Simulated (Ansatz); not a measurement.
Consider the energy of the reaction as written. Reaction: 3 cell B → cell A. Negative: the products are lower in energy.

Cell A: a sheet of composition Cu3, 3 atoms, hexagonal cell of 4.74 Å (19.4 Å²), symmetry P6/mmm, 0.0 Å thick under 16 Å of vacuum, in-plane vectors relaxed; planes from bottom to top: Cu3, all atoms in one plane; a model cell; spin state with PBE: run without spin, k-point mesh 18×18×1.
```yaml
crystal:
  lattice:
    - [4.73709, 0.00000, 0.00000]
    - [-2.36855, 4.10244, 0.00000]
    - [0.00000, 0.00000, 16.00000]
  atoms:
    - { symbol: Cu, position: [0.50000, 0.00000, 0.50000] }
    - { symbol: Cu, position: [0.00000, 0.50000, 0.50000] }
    - { symbol: Cu, position: [0.50000, 0.50000, 0.50000] }
```

Cell B: a sheet of composition Cu, 1 atom, hexagonal cell of 2.43 Å (5.1 Å²), symmetry P6/mmm, 0.0 Å thick under 16 Å of vacuum, in-plane vectors relaxed; planes from bottom to top: Cu; a model cell; spin state with PBE: run without spin, k-point mesh 30×30×1.
```xyz
1
Lattice="2.4292 0.0000 0.0000 -1.2146 2.1037 0.0000 0.0000 0.0000 16.0000" Properties=species:S:1:pos:R:3 pbc="T T T"
Cu     0.0000     0.0000     8.0000
```

All numbers come from Ansatz (an electronic-structure program), plane waves with PAW, its default PAW set, cutoff 420 eV, 500 eV for r2SCAN. The structures are at rest with PBE; other levels are single points on them. Neutral cells; Fermi-Dirac smearing of at most 0.10 eV in the solids, energies taken to zero width. The lattices are those relaxed with PBE, so at other levels the solids can be strained, which adds to the spread. A dispersion term (D3(BJ), or D4 for r2SCAN) was computed beside these levels and is taken off wherever the name lacks it. Static lattices, no vibrational contributions. The cells' k-point meshes differ in density, so the last digit is unsettled. Cell A has symmetry P6/mmm and got no random move, so less symmetric positions, which may lie lower, weren't tried. Cell B has symmetry P6/mmm and got no random move, so less symmetric positions, which may lie lower, weren't tried.

Problem. What value does PBE give?

Solution. 1.41 eV, for 3 cell B → cell A.

Problem. How does the value move with the functional?

Solution. 
```
Method  value (eV)  less PBE
------  ----------  --------
r2SCAN        1.61      0.20
```

The levels span 0.20 eV, from PBE (1.41) to r2SCAN (1.61).
